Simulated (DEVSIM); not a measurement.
System: Mo/SiO2/p-Ge capacitor, at 300 K.

```tsv
layer (left to right)	material	thickness (nm)	Na (cm⁻³)
1	SiO2	13.0	-
2	Ge	830	1e18
```

Metal gate on the left, work function 4.6 eV. Fixed charge at the semiconductor interface -1.5e11 cm⁻² (in units of +e); no interface traps.

This is a model device: material constants are rounded textbook-type values typed into the input, and sizes, dopings and lifetimes were drawn at random. Values at 300 K.

```csv
parameter,SiO2,Ge
gap (eV),9,0.664
affinity (eV),0.9,4
permittivity,3.9,16
Nc (cm⁻³),-,1.04e19
Nv (cm⁻³),-,6e18
```

DEVSIM, 1D Poisson equation in equilibrium, Boltzmann statistics, complete ionisation; no quantum confinement or tunnelling. Metal contacts follow the ideal Schottky-Mott rule: no Fermi-level pinning, no interface dipoles.

Problem. Tabulate band edges, carrier densities and field at 1.0 V on the gate.

Solution. Energies count from the Fermi level of the right contact; mesh points crowd at the junctions.

```tsv
x (μm)	Ec (eV)	Ev (eV)	n (cm⁻³)	p (cm⁻³)	field (V/cm)
0.000	2.700	-6.300	< 1e2	< 1e2	690000
0.001124	2.777	-6.223	< 1e2	< 1e2	690000
0.003012	2.907	-6.093	< 1e2	< 1e2	690000
0.006500	3.147	-5.853	< 1e2	< 1e2	690000
0.01068	3.433	-5.567	< 1e2	< 1e2	690000
0.01227	3.543	-5.457	< 1e2	< 1e2	690000
0.01326	0.496	-0.168	4.8e10	9.1e15	150000
0.01539	0.525	-0.139	1.6e10	2.8e16	120000
0.01906	0.563	-0.101	3.6e9	1.2e17	85000
0.02603	0.601	-0.063	8.2e8	5.3e17	31000
0.04071	0.617	-0.047	4.5e8	9.7e17	1700
0.08376	0.618	-0.046	4.4e8	1.0e18	≈ 0
0.1581	0.618	-0.046	4.4e8	1.0e18	≈ 0
0.2994	0.618	-0.046	4.4e8	1.0e18	≈ 0
0.6099	0.618	-0.046	4.4e8	1.0e18	≈ 0
0.7250	0.618	-0.046	4.4e8	1.0e18	≈ 0
0.7856	0.618	-0.046	4.4e8	1.0e18	≈ 0
0.8144	0.618	-0.046	4.4e8	1.0e18	≈ 0
0.8326	0.618	-0.046	4.4e8	1.0e18	≈ 0
0.8383	0.618	-0.046	4.4e8	1.0e18	≈ 0
0.8413	0.618	-0.046	4.4e8	1.0e18	≈ 0
0.8430	0.618	-0.046	4.4e8	1.0e18	≈ 0
```
